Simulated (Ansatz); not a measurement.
CsSnBr3 (Pm-3m, No. 221, 5 atoms in the cell; start mp-27214) was calculated with PBEsol (Ansatz, an electronic-structure program, PAW).

Run with plane-wave cutoff 500 eV, 8×8×8 k mesh, gaussian smearing 0.02 eV, scalar-relativistic PAW data made under PBE.

Cell (relaxed at this level):

```
CELL_PARAMETERS angstrom
      5.76191     0.00000     0.00000
      0.00000     5.76191     0.00000
      0.00000     0.00000     5.76191
ATOMIC_POSITIONS crystal
  Cs 0.00000 0.00000 0.00000
  Sn 0.50000 0.50000 0.50000
  Br 0.50000 0.00000 0.50000
  Br 0.00000 0.50000 0.50000
  Br 0.50000 0.50000 0.00000
```

Q: Give the computed band gap.

A: 
- band gap: 0.21 eV (on the SCF k mesh)

Note: the relaxation could not lower the start's symmetry, so the cell can be a saddle point above a distorted one.

Spin–orbit coupling is not included.

The computed numbers hold no vibrational or temperature effects.

A start named mp-… is a Materials Project structure, which need not be a measured phase.
